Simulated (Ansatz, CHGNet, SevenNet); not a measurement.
**L1₀ (CuAu-type) TiAl: properties by level of theory**

Reference values: lattice constant a 2.826 Å (measured, temperature not stated, no zero-point or thermal correction, P4/mmm two-atom cell, a_fct/√2; as tabulated in Zope and Mishin (2003), arXiv:cond-mat/0306298); lattice parameter c 4.077 Å (measured, temperature not stated, not corrected to a static lattice; as tabulated in Zope and Mishin (2003), arXiv:cond-mat/0306298); formation enthalpy -0.38 eV/atom (measured, temperature not stated, not corrected to a static lattice; as tabulated in Zope and Mishin (2003), arXiv:cond-mat/0306298).

```
level (code)     equilibrium lattice constant a (Å)  lattice parameter c (Å)  formation enthalpy (eV/atom)
---------------  ----------------------------------  -----------------------  ----------------------------
CHGNet 0.3.0                                    [?]                      [?]                        -0.460
SevenNet-0                                    2.829                      [?]                        -0.463
BLYP (Ansatz)                                 2.845                      [?]                        -0.404
PBEsol (Ansatz)                                 [?]                      [?]                        -0.411
revPBE (Ansatz)                               2.840                    4.098                        -0.401
```

Task: Complete the blanks.

Result: 
- CHGNet 0.3.0, equilibrium lattice constant a (Å): 2.770
- CHGNet 0.3.0, lattice parameter c (Å): 4.250
- SevenNet-0, lattice parameter c (Å): 4.054
- BLYP (Ansatz, an electronic-structure program), lattice parameter c (Å): 4.123
- PBEsol (Ansatz), equilibrium lattice constant a (Å): 2.795
- PBEsol (Ansatz), lattice parameter c (Å): 4.038

Differences from the reference values (errors of the level alone only where the reference is corrected to a static lattice):

| level | lattice constant a (%) | lattice parameter c (%) | formation enthalpy (eV/atom) |
|---|---|---|---|
| CHGNet 0.3.0 | -1.98 | +4.24 | -0.080 |
| SevenNet-0 | +0.11 | -0.56 | -0.083 |
| BLYP | +0.67 | +1.13 | -0.024 |
| PBEsol | -1.10 | -0.96 | -0.031 |
| revPBE | +0.50 | +0.52 | -0.021 |

Nearest: lattice constant a, not ranked (reference at room or unstated temperature); lattice parameter c, not ranked (reference at room or unstated temperature); formation enthalpy, not ranked (one source).

Machine-learned potentials (CHGNet 0.3.0, SevenNet-0) are trained on DFT data: a solid inside that data is no test of them.

Ansatz's density-functional and Hartree–Fock values are scalar-relativistic unless marked +SOC, with PAW data made under PBE.

Differences are worked out from the printed values.

Computed values are for the static lattice.
